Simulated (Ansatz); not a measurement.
The reference is SrTiO$_{3}$ in the cubic perovskite structure (space group Pm-3m, No. 221; a = 3.854 Å).

All numbers come from Kohn–Sham DFT with the LDA functional, run in Ansatz (an electronic-structure program) with PAW and 420 eV plane waves, no SOC.

One change was made to it. Results:

```tsv
quantity	base	after
band gap	1.85 eV	1.89 eV
shortest interatomic distance	3.642 bohr	3.613 bohr
width of the top valence band	1.07 eV	1.11 eV
smallest direct gap	2.17 eV	2.19 eV
```

Problem. Which change produced these results?
(A) pressure 5 GPa
(B) pressure 0.3 GPa
(C) pressure 0.7 GPa

Solution. A, pressure 5 GPa. For comparison, the shortest interatomic distance in the other runs: pressure 0.7 GPa gives 3.638 bohr; pressure 0.3 GPa gives 3.640 bohr.

Load acts through the strain it causes; cell and atoms are relaxed under it. Stability against distortions was not tested. Competing high-pressure phases were not computed. All final runs are without spin polarisation. Many cubic perovskites are stable only at high temperature; tilts and polar distortions were not tested.
